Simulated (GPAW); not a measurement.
## GPAW run on SrPd2 (Fd-3m, 6 atoms in the cell): self-consistent single point

Method: PBEsol, GPAW PAW datasets PBEsol (made by gpaw-setup) (plane waves; GPAW).

Input:

```python
from ase import Atoms
from ase.units import GPa
from gpaw import GPAW, PW

atoms = Atoms(['Sr', 'Sr', 'Pd', 'Pd', 'Pd', 'Pd'],
              cell=[[0.000000, 3.935625, 3.935625],
                    [3.935625, 0.000000, 3.935625],
                    [3.935625, 3.935625, 0.000000]],
              positions=[[5.903437, 5.903437, 5.903437],
                         [3.935625, 3.935625, 3.935625],
                         [2.951719, 0.983906, 2.951719],
                         [0.983906, 0.983906, 0.983906],
                         [0.983906, 2.951719, 2.951719],
                         [2.951719, 2.951719, 0.983906]],
              pbc=True)

calc = GPAW(mode=PW(600),
            xc='PBEsol',
            kpts=(7, 7, 7),
            occupations={'name': 'methfessel-paxton', 'width': 0.136, 'order': 0},
            nbands=-12,
            convergence={'forces': 0.001},
            symmetry={'symmorphic': False, 'tolerance': 0.0005},
            maxiter=120)

atoms.calc = calc

energy = atoms.get_potential_energy()
print('Energy (eV):', round(energy, 6))
forces = atoms.get_forces()
print('Forces (eV/Ang):')
print(forces.round(5))
stress = atoms.get_stress()
print('Stress (GPa, Voigt):', (stress / GPa).round(4))
```

The program printed (abridged):

```
Input parameters:
  convergence: {forces: 0.001}
  kpts: [7 7 7]
  maxiter: 120
  mode: {ecut: 600.0,
         name: pw}
  nbands: -12
  occupations: {name: methfessel-paxton,
                order: 0,
                width: 0.136}
  symmetry: {symmorphic: False,
             tolerance: 0.0005}
  xc: PBEsol

species:
  Sr:
    name: Strontium
    Z: 38.0
    valence: 10
    core: 28
    charge: 0.0
    file: Sr.PBEsol.gz

    # Using partial waves for Sr as LCAO basis

  Pd:
    name: Palladium
    Z: 46.0
    valence: 16
    core: 30
    charge: 0.0
    file: Pd.PBEsol.gz

    # Using partial waves for Pd as LCAO basis

Reference energy: -721531.572033  # eV

Spin-paired calculation

Convergence criteria:
 Maximum [total energy] change in last 3 cyles: 0.0005 eV / valence electron
 Maximum integral of absolute [dens]ity change: 0.0001 electrons / valence electron
 Maximum integral of absolute [eigenst]ate change: 4e-08 eV^2 / valence electron
 Maximum change in the atomic [forces] across last 2 cycles: 0.001 eV/Ang OR
Maximum error relative to the maximum force is below inf
 Maximum number of scf [iter]ations: 120

Symmetries present (total): 48
Symmetries with fractional translations: 24
343 k-points: 7 x 7 x 7 Monkhorst-Pack grid
20 k-points in the irreducible part of the Brillouin zone
       k-points in crystal coordinates                weights
   0:     0.00000000    0.00000000    0.00000000          1/343
   1:     0.14285714    0.14285714    0.00000000          6/343
   2:     0.14285714    0.14285714    0.14285714          8/343
   [... 7 lines left out ...]
          ...
  19:     0.42857143    0.42857143    0.42857143          8/343

Wave functions: Plane wave expansion
  Cutoff energy: 600.000 eV
  Number of coefficients (min, max): 4015, 4091
  Pulay-stress correction: 0.000000 eV/Ang^3 (de/decut=0.000000)

Occupation numbers: Methfessel-Paxton:
  width: 0.1360  # eV
  order: 0

Eigensolver

Densities:
  Coarse grid: 32*32*32 grid
  Fine grid: 64*64*64 grid
  Total Charge: 0.000000

Density mixing:
  Method: separate
  Backend: pulay
  Linear mixing parameter: 0.05
  old densities: 5
  Damping of long wavelength oscillations: 50

Hamiltonian:
  XC and Coulomb potentials evaluated on a 64*64*64 grid
  External potential:
    NoExternalPotential

XC parameters: PBEsol with 2 nearest neighbor stencil

Number of atoms: 6
Number of atomic orbitals: 58
Number of bands in calculation: 54
Number of valence electrons: 84
Bands to converge: occupied

Density initialized from atomic densities
  54 bands from LCAO basis set

Atomic positions and initial magnetic moments

Positions:
   0 Sr     5.903437    5.903437    5.903437    ( 0.0000,  0.0000,  0.0000)
   1 Sr     3.935625    3.935625    3.935625    ( 0.0000,  0.0000,  0.0000)
   2 Pd     2.951719    0.983906    2.951719    ( 0.0000,  0.0000,  0.0000)
   3 Pd     0.983906    0.983906    0.983906    ( 0.0000,  0.0000,  0.0000)
   4 Pd     0.983906    2.951719    2.951719    ( 0.0000,  0.0000,  0.0000)
   5 Pd     2.951719    2.951719    0.983906    ( 0.0000,  0.0000,  0.0000)

Unit cell:
           periodic     x           y           z      points  spacing
  1. axis:    yes    0.000000    3.935625    3.935625    32     0.1420
  2. axis:    yes    3.935625    0.000000    3.935625    32     0.1420
  3. axis:    yes    3.935625    3.935625    0.000000    32     0.1420

  Lengths:   5.565814   5.565814   5.565814
  Angles:   60.000000  60.000000  60.000000

Effective grid spacing dv^(1/3) = 0.1550

     iter     time        total  log10-change:
                         energy   eigst   dens  force
iter:   1 --:--:--   -35.623262
iter:   2 --:--:--   -31.531316   -0.70  -1.04
iter:   3 --:--:--   -26.950693   -0.22  -1.13
iter:   4 --:--:--   -26.265272   -2.06  -1.67
iter:   5 --:--:--   -27.921642   -0.82  -1.72
iter:   6 --:--:--   -26.865420   -0.58  -1.40
iter:   7 --:--:--   -27.483915   -1.51  -1.71
iter:   8 --:--:--   -26.863096   -2.75  -1.58
iter:   9 --:--:--   -26.099565   -1.80  -1.67
iter:  10 --:--:--   -25.827020   -1.83  -1.91
iter:  11 --:--:--   -25.809478   -2.43  -2.41
iter:  12 --:--:--   -25.820555c  -2.93  -2.68
iter:  13 --:--:--   -25.813403c  -4.50  -2.48
iter:  14 --:--:--   -25.804997c  -3.18  -2.56
iter:  15 --:--:--   -25.804384c  -3.45  -3.08
iter:  16 --:--:--   -25.803142c  -4.06  -2.94
iter:  17 --:--:--   -25.802871c  -5.57  -3.22
   [... 2 lines left out ...]
iter:  20 --:--:--   -25.802832c  -5.81  -3.40
iter:  21 --:--:--   -25.802887c  -6.17  -3.46
iter:  22 --:--:--   -25.802838c  -6.25  -3.60
iter:  23 --:--:--   -25.802712c  -5.63  -3.74
iter:  24 --:--:--   -25.802707c  -6.81  -3.97
iter:  25 --:--:--   -25.802691c  -6.65  -4.14c
iter:  26 --:--:--   -25.802691c  -7.22  -4.34c
iter:  27 --:--:--   -25.802695c  -7.87c -4.39c
iter:  28 --:--:--   -25.802693c  -7.91c -4.45c -17.10c

Converged after 28 iterations.

Dipole moment: (-23.700999, -23.700999, -23.700999) |e|*Ang

Energy contributions relative to reference atoms: (reference = -721531.572033)

Kinetic:        -21.642310
Potential:       +8.199292
External:        +0.000000
XC:             -11.081722
Entropy (-ST):   -0.026539
Local:           -1.264684
SIC:             +0.000000
--------------------------
Free energy:    -25.815963
Extrapolated:   -25.802693

Showing only first 2 kpts
 Kpt  Band  Eigenvalues  Occupancy
  0    40      7.99020    1.01135
  0    41      8.52314    0.00000
  0    42      8.52314    0.00000
  0    43      9.04758    0.00000

  1    40      7.60553    1.99994
  1    41      8.41518    0.00001
  1    42      8.72749    0.00000
  1    43      9.13286    0.00000

Fermi level: 7.99157

No gap
No difference between direct/indirect transitions
Energy (eV): -25.802693

Forces in eV/Ang:
  0 Sr   -0.00000    0.00000   -0.00000
  1 Sr    0.00000    0.00000   -0.00000
  2 Pd    0.00000    0.00000    0.00000
  3 Pd    0.00000    0.00000   -0.00000
  4 Pd    0.00000   -0.00000   -0.00000
  5 Pd    0.00000    0.00000   -0.00000

Stress tensor:
     0.016578     0.000000    -0.000000
     0.000000     0.016578     0.000000
    -0.000000     0.000000     0.016578
Stress (GPa, Voigt): [ 2.6561  2.6561  2.6561  0.     -0.      0.    ]
```

The run converged in 28 iterations. GPAW prints stress with tension positive.

The starting cell comes from a database of computed structures (which also holds hypothetical and non-ambient phases and stackings), without a prior relaxation at this level. Spin polarisation is off.

Cost on one core of a shared machine: roughly 2 min.
